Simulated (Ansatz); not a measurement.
Electronic density of states of amorphous W24Si24, density 11.67 g/cm³, on a 2×2×2 Γ-centred mesh with a Gaussian width of 0.1 eV; energies count from the Fermi level. Cell and mesh are small, so fine structure isn't converged. These are PBE, scalar-relativistic without spin-orbit coupling (plane waves to 420 eV, PAW; Ansatz, an electronic-structure program) values and carry that method's errors. Sampling: a 2×2×2 Γ-centred mesh; Fermi-Dirac width 0.1 eV; no spin polarisation.

A CHGNet melt-quench gave the starting glass, which DFT then relaxed. The hot cell started wider than the set density and was brought back towards it in steps. It is the lowest in DFT energy of 2 quenches. It is a model cell: composition and starting density were chosen by hand, and all elements were melted together. No dispersion term was used. Its density started from a set value of 11.46 and ended at 11.67 g/cm³. Cooling (nominally 240 K/ps over its main leg) ran many orders faster than in experiment, which tends to leave more defects and strain. Values belong to this one cell and scatter from quench to quench. Volume and shape were free in the relaxation. On a 2×2×2 Γ-centred mesh force components of up to 0.47 eV/Å stay, since the relaxation ran on one k-point at (1/4, 1/4, 1/4).

(E - EF (eV), states/(eV atom)): (-12.00, 0.11); (-11.90, 0.09); (-11.80, 0.08); (-11.70, 0.12); (-11.60, 0.14); (-11.50, 0.07); (-11.40, 0.08); (-11.30, 0.13); (-11.20, 0.11); (-11.10, 0.08); (-11.00, 0.13); (-10.90, 0.19); (-10.80, 0.20); (-10.70, 0.20); (-10.60, 0.20); (-10.50, 0.19); (-10.40, 0.21); (-10.30, 0.21); (-10.20, 0.15); (-10.10, 0.10); (-10.00, 0.15); (-9.90, 0.23); (-9.80, 0.25); (-9.70, 0.17); (-9.60, 0.17); (-9.50, 0.26); (-9.40, 0.27); (-9.30, 0.18); (-9.20, 0.16); (-9.10, 0.17); (-9.00, 0.18); (-8.90, 0.22); (-8.80, 0.27); (-8.70, 0.28); (-8.60, 0.27); (-8.50, 0.27); (-8.40, 0.24); (-8.30, 0.20); (-8.20, 0.24); (-8.10, 0.28); (-8.00, 0.30); (-7.90, 0.31); (-7.80, 0.25); (-7.70, 0.17); (-7.60, 0.21); (-7.50, 0.22); (-7.40, 0.22); (-7.30, 0.23); (-7.20, 0.12); (-7.10, 0.05); (-7.00, 0.08); (-6.90, 0.13); (-6.80, 0.19); (-6.70, 0.18); (-6.60, 0.19); (-6.50, 0.26); (-6.40, 0.36); (-6.30, 0.38); (-6.20, 0.33); (-6.10, 0.34); (-6.00, 0.36); (-5.90, 0.40); (-5.80, 0.47); (-5.70, 0.43); (-5.60, 0.42); (-5.50, 0.41); (-5.40, 0.39); (-5.30, 0.43); (-5.20, 0.48); (-5.10, 0.57); (-5.00, 0.52); (-4.90, 0.48); (-4.80, 0.48); (-4.70, 0.50); (-4.60, 0.54); (-4.50, 0.60); (-4.40, 0.58); (-4.30, 0.59); (-4.20, 0.62); (-4.10, 0.65); (-4.00, 0.69); (-3.90, 0.63); (-3.80, 0.61); (-3.70, 0.63); (-3.60, 0.67); (-3.50, 0.70); (-3.40, 0.70); (-3.30, 0.73); (-3.20, 0.76); (-3.10, 0.86); (-3.00, 0.81); (-2.90, 0.77); (-2.80, 0.78); (-2.70, 0.78); (-2.60, 0.85); (-2.50, 0.93); (-2.40, 0.82); (-2.30, 0.75); (-2.20, 0.83); (-2.10, 0.81); (-2.00, 0.85); (-1.90, 0.83); (-1.80, 0.70); (-1.70, 0.72); (-1.60, 0.71); (-1.50, 0.74); (-1.40, 0.68); (-1.30, 0.56); (-1.20, 0.57); (-1.10, 0.70); (-1.00, 0.65); (-0.90, 0.62); (-0.80, 0.58); (-0.70, 0.59); (-0.60, 0.54); (-0.50, 0.40); (-0.40, 0.45); (-0.30, 0.51); (-0.20, 0.53); (-0.10, 0.50); (0.00, 0.46); (0.10, 0.50); (0.20, 0.49); (0.30, 0.52); (0.40, 0.60); (0.50, 0.61); (0.60, 0.53); (0.70, 0.60); (0.80, 0.70); (0.90, 0.68); (1.00, 0.61); (1.10, 0.67); (1.20, 0.66); (1.30, 0.61); (1.40, 0.64); (1.50, 0.65); (1.60, 0.67); (1.70, 0.69); (1.80, 0.67); (1.90, 0.69); (2.00, 0.69); (2.10, 0.68)
